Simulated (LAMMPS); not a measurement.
Molecular dynamics of a melt made from ZnSe (zinc blende), 4096 atoms, at 1440 K and 0 GPa, brought to that temperature within a few picoseconds.

Model: classical MD, pair style sw, file CdTeZnSeHgS0.sw, run in LAMMPS.

Question: Predict the state found, the coordination number of Zn by Se, the most common Se-Zn-Se angle, the mean frequency of the vibrational (phonon) density of states.

Answer: state found: liquid; coordination number of Zn by Se: 3.90 (counted to 3.34 Å); most common Se-Zn-Se angle: at the 3° bin centred on 106.5°, after smoothing over three bins (mean of all 108°); mean frequency of the vibrational (phonon) density of states: 5.3 THz.

Caution: enthalpy drifts during the constant-pressure average: a transition or slow ageing; fluctuation values are void. Caution: the real compound melts congruently only under the pressure of its own vapour and loses its more volatile element when open. Caution: this liquid lies under the melting point of about 2190 K that CdTeZnSeHgS0.sw gives, so it is undercooled.
